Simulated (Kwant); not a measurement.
System: wire with a side stub in a InAs two-dimensional gas. Effective mass 0.023 mₑ, grid spacing 10 nm, hard walls, nominal width 300 nm (29 grid rows, so walls 300 nm apart), one parabolic valley, scattering region 900 nm long along x; energies count from the band bottom; Fermi energy swept from 0.00014533 to 0.0017257 eV. Closed stub on one side, 330 nm wide and 380 nm deep.

Constants are typed, rounded textbook-type inputs, not results; the design itself was drawn at random and stands for no fabricated device.

Model: effective-mass tight-binding model on a square grid, one spin, coherent transport at 0 K (Kwant). Conductance is in e²/h.

How many channels do the leads carry at E = 0.929, 1.07 meV?

The hard-wall thresholds are n² ħ²π²/(2mW²) = n² × 0.182 meV with W = 300 nm. √(0.929/0.182) = 2.26, so 2. √(1.07/0.182) = 2.43, so 2.
